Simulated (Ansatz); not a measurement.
System: Al-vacancy pair (Al on one host Rh site, one Rh site vacant) in fcc Rh (neutral cell). The step: one Rh atom jumps into the vacancy from a nearby Rh site (Al-vacancy distance between ideal sites 2.71 Å throughout); the atom moves 2.69 Å along (-0.50, 0.50, 0.00) of the unit cell; the moving atom starts with neighbours Al at 2.68; 3 Rh at 2.70, 2 Rh at 2.70, 3 Rh at 2.72, 2 Rh at 2.72 Å and ends with Al at 2.68; 3 Rh at 2.70, 2 Rh at 2.71, 4 Rh at 2.72, Rh at 2.72 Å. DFT values are from Ansatz (plane-wave PAW, 420 eV unless said) in a cell of 32 host sites, spin-restricted, static, with no finite-size correction. Forms of the defect that were not tried may lie lower. For the PBE band: the saddle point's order was not checked, and it lies on a symmetry element of the cell, where a band can be held.

```
Level                                                                           Forward barrier (eV)  Cost of the band or of the saddle's single point
------------------------------------------------------------------------------  --------------------  ------------------------------------------------
CHGNet universal potential (has no charge state), its own band                                  0.68                                                 -
PBE, a 2×2×2 k-point mesh shifted by half a step, band relaxed                                  1.59                    around 29 core-minutes (rough)
PBE, a 4×4×4 k-point mesh shifted by half a step, same geometries                               1.56                       very roughly 7 core-minutes
r2SCAN at 500 eV, a 2×2×2 k-point mesh shifted by half a step, same geometries                   ___                   around 2.4 core-minutes (rough)
```

Question: Some entries are withheld; supply them.

Answer: 
- r2SCAN at 500 eV, a 2×2×2 k-point mesh shifted by half a step, same geometries, Forward barrier (eV): 1.55

Ansatz is a quantum-chemistry and plane-wave program.
